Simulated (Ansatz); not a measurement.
The starting structures come from a database of crystals and need not be the phases stable at ambient conditions.

By PBEsol, the system below comes out a metal.

A figure of merit of an interconnect metal is its ballistic conductance per area.

```xyz
6
Lattice="5.3424 0.0000 0.0000 0.0000 7.5553 0.0000 2.6712 3.7777 2.6712" Properties=species:S:1:pos:R:3 pbc="T T T"
Sc     5.3424     3.7777     0.0000
Sc     2.6712     5.6665     0.0000
Al     5.3424     6.6109     1.3356
Al     1.3356     0.9444     0.0000
Al     2.6712     2.8332     1.3356
Al     6.6780     4.7221     2.6712
```

Space group of this cell: Fd-3m, cubic Laves (MgCu2 type). The cell is taken as given; by PBEsol its mean pressure is -1.0 GPa.

The current flows along the normal of the first two printed cell vectors, the (110) plane of the conventional cell. No spin-orbit coupling; the value is a mean over 0.1 eV about the Fermi level.

Problem. Give the ballistic conductance per area that PBEsol run with Ansatz (a program for electronic structure) yields.

Solution. 0.55 × 10¹⁵ S/m² for both spins.
